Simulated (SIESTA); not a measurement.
Several settings converged on TiZn₃ (P4mm, 4 atoms in the cell)

```
TiZn3
1.0
    3.86919     0.00000     0.00000
    0.00000     3.86919     0.00000
    0.00000     0.00000     3.86919
Ti Zn
1 3
Direct
  0.00000   0.00000   0.01292
  0.00000   0.50000   0.50000
  0.50000   0.00000   0.50000
  0.50000   0.50000   0.00000
```

Base method: LDA PW92, numerical atomic orbitals DZP, PseudoDojo LDA standard norm-conserving potentials (rewritten from UPF to PSML) run with SIESTA 5.4.2.

Base settings: XC.functional = LDA; XC.authors = PW92; potentials = PseudoDojo LDA standard; PAO.BasisSize = DZP; PAO.EnergyShift = 0.005 Ry; MeshCutoff = 350 Ry; kgrid.MonkhorstPack = 4 4 4; OccupationFunction = FD; ElectronicTemperature = 0.1 eV; MaxSCFIterations = 150.

Core times come from one kind of shared machine, to one figure; runs under 30 s give none.

**Shifted k-point meshes**

Only quantities that move along the ladder and can be compared are tabulated.

| kgrid.MonkhorstPack | free energy less the last step's (meV/atom) | pressure (GPa) | largest difference of a force vector from the last step's (eV/Å) | core time / last (rough) |
|---|---|---|---|---|
| 2 2 2 shifted by 0.5 0.5 0.5 | -39.78 | -5.09 | 0.018 | 0.2 |
| 4 4 4 shifted by 0.5 0.5 0.5 | -12.82 | -7.96 | 0.019 | 0.2 |
| 6 6 6 shifted by 0.5 0.5 0.5 | -2.73 | -7.72 | 0.006 | 0.2 |
| 8 8 8 shifted by 0.5 0.5 0.5 | -0.06 | -7.73 | 0.003 | 0.3 |
| 10 10 10 shifted by 0.5 0.5 0.5 | -0.68 | -7.72 | 0.001 | 0.4 |
| 14 14 14 shifted by 0.5 0.5 0.5 | 0.00 | -7.70 | 0.000 | 1 |

Coarsest kgrid.MonkhorstPack that holds the forces within 0.01 eV/Å of the last step, with all finer ones: 6 6 6 shifted by 0.5 0.5 0.5, at about 0.2 of the last step's time; the step before is off by 0.019 eV/Å.

Coarsest kgrid.MonkhorstPack that holds the free energy within 5 meV/atom of the last step, with all finer ones: 6 6 6 shifted by 0.5 0.5 0.5, at about 0.2 of the last step's time; the step before is off by 13 meV/atom.

Coarsest kgrid.MonkhorstPack that holds the pressure within 0.1 GPa of the last step, with all finer ones: 6 6 6 shifted by 0.5 0.5 0.5, at about 0.2 of the last step's time; the step before is off by 0.26 GPa.

**The k-point mesh at a smearing width of 0.3 eV**

In this ladder: ElectronicTemperature = 0.3 eV.

Only quantities that move along the ladder and can be compared are tabulated.

```tsv
kgrid.MonkhorstPack	free energy less the last step's (meV/atom)	pressure (GPa)	largest difference of a force vector from the last step's (eV/Å)	core time / last (rough)
3 3 3	10.05	-6.66	0.015	0.2
5 5 5	0.94	-6.78	0.003	0.1
8 8 8	0.00	-6.86	0.000	0.3
11 11 11	0.00	-6.86	0.000	0.4
14 14 14	0.00	-6.86	0.000	1
```

Coarsest kgrid.MonkhorstPack that holds the forces within 0.01 eV/Å of the last step, with all finer ones: 5 5 5, at about 0.1 of the last step's time; the step before is off by 0.015 eV/Å.

Coarsest kgrid.MonkhorstPack that holds the free energy within 0.5 meV/atom of the last step, with all finer ones: 8 8 8, at about 0.3 of the last step's time; the step before is off by 0.94 meV/atom.

Coarsest kgrid.MonkhorstPack that holds the pressure within 0.1 GPa of the last step, with all finer ones: 5 5 5, at about 0.1 of the last step's time; the step before is off by 0.21 GPa.

On the base run: the starting cell comes from a database of computed structures (which also holds hypothetical and non-ambient phases and stackings), without a prior relaxation at this level. Its lattice was rescaled by up to half a per cent. One atom was moved a little off its site on purpose. Spin polarisation is off. Values carry the incompleteness of an atom-centred basis. In the base run, with a pressure of about -7 GPa the cell is away from its equilibrium volume at this level. Without a gap this mesh is coarse (it stands for a supercell whose shortest vector is 15 Å).
